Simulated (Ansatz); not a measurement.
The reference is Cu3N (space group Pm-3m, No. 221; a = 3.765 Å). Axes: x, y, z lie along the cube axes.

Computed with plane-wave PAW DFT at the PBEsol level (Ansatz, a first-principles code, 420 eV), spin-orbit coupling left out, earlier PAW set.

Base values:

```
Property            Value
---------------  --------
Volume per atom  13.34 Å³
```

Now apply this change: compressive biaxial strain of 3.42 % in the plane normal to [001], as in epitaxy on a mismatched substrate; the out-of-plane cell vector and the atoms relax.

How does this affect the energy relative to the base?

The energy goes up by 35 meV/atom.

How does this affect the volume per atom?

The volume per atom decreases by 0.70 Å³ (13.34 Å³ → 12.64 Å³).

No phonon test of stability was made. The final runs are not spin-polarised.
